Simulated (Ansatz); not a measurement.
Results of r²SCAN (Ansatz, a program for electronic structure, PAW) for CsCl-type PdIn.

Settings: plane-wave cutoff 600 eV, 16×16×16 k mesh, Fermi–Dirac smearing 0.1 eV, finite displacements, force constants from a 4×4×4 q mesh, scalar-relativistic PAW data made under PBE.

Computed at the level's own relaxed cell. Harmonic vibrational thermodynamics at fixed volume:

| T (K) | S_vib (J/K per mol of atoms) | C_V (J/K per mol of atoms) | F_vib (eV/atom) |
|---|---|---|---|
| 100 | 19.68 | 20.48 | 0.0107 |
| 200 | 35.18 | 23.67 | -0.0185 |
| 300 | 44.94 | 24.36 | -0.0603 |
| 400 | 51.99 | 24.61 | -0.1107 |
| 500 | 57.49 | 24.73 | -0.1676 |
| 900 | 72.08 | 24.88 | -0.4391 |
| 1000 | 74.70 | 24.89 | -0.5152 |

The crystal is taken as a harmonic solid at every temperature: melting, phase changes and thermal expansion are not seen, nor the electrons' share in a metal.
